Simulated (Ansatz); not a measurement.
**BaTiO3: biaxial strain +0.77 %, plane normal [001], relaxed out of plane**

Consider BaTiO3 (space group R3m, No. 160; a = 5.6802 Å, c = 6.9948 Å (hexagonal axes)). Axes: x lies along a and z along c of the hexagonal cell.

One thing is altered: biaxial strain +0.77 %, plane normal [001], relaxed out of plane (Cartesian); in-plane vectors clamped, the third vector and the atoms free.

Calculations: plane-wave PAW DFT at the r2SCAN level (Ansatz, a quantum-chemistry and plane-wave program, 500 eV), no spin-orbit coupling, earlier PAW set. k-mesh 8×8×8 (Γ-centred); smearing 0.05 eV (Fermi–Dirac).

The volume per atom increases by 0.17 Å³, from 13.03 Å³ to 13.20 Å³ and the space group stays R3m (No. 160). The shortest interatomic distance shrinks by 0.0026 Å, from 1.872 Å to 1.870 Å and the energy goes up by 1.5 meV/atom. The band gap grows by 0.05 eV to 2.92 eV (an upper bound: an edge found on the path is not a true extremum; the changed cell) and the out-of-plane strain amounts to -0.21 %. The mean in-plane stress (compression positive) amounts to -2.4 GPa.

Cost of the whole job for the changed cell (relaxation, final SCF and bands): around 4 core-minutes (rough).

Whether these cells are dynamically stable was not tested. The final runs are not spin-polarised. This is not the structure that BaTiO3 has at room temperature and ambient pressure.
